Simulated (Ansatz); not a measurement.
A self-consistent single point of LaSbTe (P1, 6 atoms in the cell) with Ansatz (a program for electronic structure).

Computed with PBEsol, PAW files made with PBE (plane waves; Ansatz).

The change in words: atoms moved at random. Reference geometry:
```yaml
crystal:
  lattice:
    - [4.45397, 0.00000, 0.00000]
    - [0.00000, 4.45397, 0.00000]
    - [0.00000, 0.00000, 9.83738]
  atoms:
    - { symbol: La, position: [0.00000, 0.50000, 0.72232] }
    - { symbol: La, position: [0.50000, 0.00000, 0.27768] }
    - { symbol: Sb, position: [0.00000, 0.00000, 0.00000] }
    - { symbol: Sb, position: [0.50000, 0.50000, 0.00000] }
    - { symbol: Te, position: [0.00000, 0.50000, 0.37253] }
    - { symbol: Te, position: [0.50000, 0.00000, 0.62747] }
```

Reference input (self-consistent single point, DFT, PBEsol, plane waves, PAW files made with PBE): basis.ecutwfc = 420 eV; kpoints.mp_grid.grid = 5 5 3; hamiltonian.xc = pbesol; hamiltonian.pseudopotentials = {kind: paw} (an earlier, softer set of the program's PAW files); scf.occupations.method = fermi_dirac; scf.occupations.width = 0.1 eV. This run's input differs from it in these lines:

Ansatz 0.2 input:
```diff
@@ -7,8 +7,8 @@
   atoms:
-    - { symbol: La, position_ang: [0.000000, 2.226984, 7.105736] }
-    - { symbol: La, position_ang: [2.226984, 0.000000, 2.731644] }
-    - { symbol: Sb, position_ang: [0.000000, 0.000000, 0.000000] }
-    - { symbol: Sb, position_ang: [2.226984, 2.226984, 0.000000] }
-    - { symbol: Te, position_ang: [0.000000, 2.226984, 3.664719] }
-    - { symbol: Te, position_ang: [2.226984, 0.000000, 6.172661] }
+    - { symbol: La, position_ang: [-0.056530, 2.245050, 7.110350] }
+    - { symbol: La, position_ang: [2.272045, -0.012240, 2.698629] }
+    - { symbol: Sb, position_ang: [0.051715, -0.095244, -0.014264] }
+    - { symbol: Sb, position_ang: [2.230583, 2.219885, 0.016665] }
+    - { symbol: Te, position_ang: [0.031200, 2.307027, 3.668634] }
+    - { symbol: Te, position_ang: [2.151944, 0.016475, 6.194736] }
 basis:
```

The program printed (abridged):

```
SCF iter   1: F=—  HF=-38953.536198 eV  |F-HF|=—  |Δ(HF+E_count)|=         —  Δρ=6.71e-2  dr2=2.91e1  ethr=3.10e-3  ⟨swp⟩=6.0  Hψ=14404  notcnv=0
all-band conjugate gradients solve this SCF's bands
automatic band count: the SCF goes on with 60 bands, as 51 were too few: the levels above may hold too much charge
preconditioner: auto → Kerker (q_TF=auto, 2.371 Å⁻¹)
SCF iter   2: F=—  HF=-38951.536458 eV  |F-HF|=—  |Δ(HF+E_count)|=    2.00e0  Δρ=4.09e-2  dr2=1.13e1  ethr=3.10e-3  ⟨swp⟩=4.0  Hψ=4680  notcnv=0
   [... lines left out ...]
SCF iter   8: F=—  HF=-38949.987289 eV  |F-HF|=—  |Δ(HF+E_count)|=   5.59e-5  Δρ=4.55e-5  dr2=1.88e-5  ethr=4.35e-7  ⟨swp⟩=2.0  Hψ=2805  notcnv=0
SCF iter   9: F=—  HF=-38949.987285 eV  |F-HF|=—  |Δ(HF+E_count)|=   4.24e-6  Δρ=1.63e-5  dr2=2.08e-6  ethr=2.23e-8  ⟨swp⟩=2.1  Hψ=3499  notcnv=0
SCF iter  10: F=—  HF=-38949.987284 eV  |F-HF|=—  |Δ(HF+E_count)|=   2.85e-7  Δρ=7.50e-6  dr2=2.15e-7  ethr=2.47e-9  ⟨swp⟩=2.0  Hψ=3461  notcnv=0
SCF iter  11: F=-38949.987284 eV  HF=-38949.987284 eV  |F-HF|=1.60e-8  |Δ(HF+E_count)|=   4.56e-8  Δρ=2.61e-6  dr2=2.25e-8  ethr=1.19e-10  ⟨swp⟩=9.1  Hψ=11159  notcnv=0
SCF 1 converged in 11 iterations: F = -38949.987284 eV  dr2 = 2.25e-8
Free energy (F): -38949.987284 eV
Internal energy: -38949.922576 eV  (E = F + TS)
E sigma→0 (E₀):  -38949.954930 eV
Entropy (-TS):   -0.064709 eV (-10.785 meV/atom)
Fermi energy:    9.811996 eV
--- Forces (eV/Å), atoms counted from 1 ---
  atom   1  La     0.01013208    -0.07000542     0.01115791
  atom   2  La    -0.06597398     0.25450013     0.12626941
  atom   3  Sb     0.06322985    -0.11572682     0.02466242
  atom   4  Sb    -0.12390955     0.22535501    -0.05836337
  atom   5  Te    -0.02469010    -0.31632924    -0.05157831
  atom   6  Te     0.14121240     0.02220200    -0.05215118
--- Stress (GPa, compression-positive) ---
       -3.734071       0.039646      -0.067792
        0.039646      -3.681217      -0.029909
       -0.067792      -0.029909      -4.061486
  P = ⅓ Tr σ = -3.8256 GPa (-38.256 kbar)
  The stress holds the Pulay correction. Without it, at fixed plane waves, as pw.x and ABINIT print it: P = -3.8412 GPa
```

The run converged in 11 iterations. Against the reference run the free energy goes up by 2.7 meV/atom, the pressure goes from -3.93 to -3.83 GPa and the largest force goes from 0.040 to 0.321 eV/Å.

The starting cell comes from a database of computed structures (which also holds hypothetical and non-ambient phases and stackings), without a prior relaxation at this level. Its lattice was rescaled by a random factor within 2.5 % of one. For this run, on top of that: atoms moved at random. With a pressure of about -4 GPa the cell is away from its equilibrium volume at this level. Ansatz's pressure includes its estimate of the finite-basis (Pulay) stress.

Cost on one core of a shared machine: roughly 90 s.
